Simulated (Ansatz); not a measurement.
A computed series for hypothetical fluorite TeO2: pressure series

Start from TeO2 in the fluorite structure (space group Fm-3m, No. 225; a hypothetical phase, not in the database extracts checked).

```
CELL_PARAMETERS angstrom
      0.00000     2.66763     2.66763
      2.66763     0.00000     2.66763
      2.66763     2.66763     0.00000
ATOMIC_POSITIONS crystal
  Te 0.00000 0.00000 0.00000
  O  0.25000 0.25000 0.25000
  O  0.75000 0.75000 0.75000
```

Cell and atoms are relaxed at each pressure.

All numbers come from Ansatz (a quantum-chemistry and plane-wave program), r2SCAN, PAW, cutoff 500 eV, spin-orbit coupling left out.

| pressure (GPa) | volume per atom (Å³/atom) |
|---|---|
| -2 | 12.801 |
| 0 | 12.656 |
| 1.8 | 12.534 |
| 4.2 | 12.378 |
| 9 | ? |
| 18 | 11.646 |
| 30 | 11.156 |
| 45 | 10.658 |
| 60 | 10.249 |

Fit the third-order Birch–Murnaghan form P(V) = (3B₀/2)[(V₀/V)^(7/3) − (V₀/V)^(5/3)]·[1 + (3/4)(B₀′ − 4)((V₀/V)^(2/3) − 1)] (squares taken in P) to the rows shown and predict the withheld row.

Least squares on the printed values gives V₀ = 12.656 Å³/atom, B₀ = 182 GPa, B₀′ = 4.2; this predicts 12.099 Å³/atom, and the run gives 12.097 Å³/atom, 0.002 lower.

Load acts through the strain it causes; cell and atoms are relaxed under it. No phonon test of stability was made. No other phases were tried under pressure.
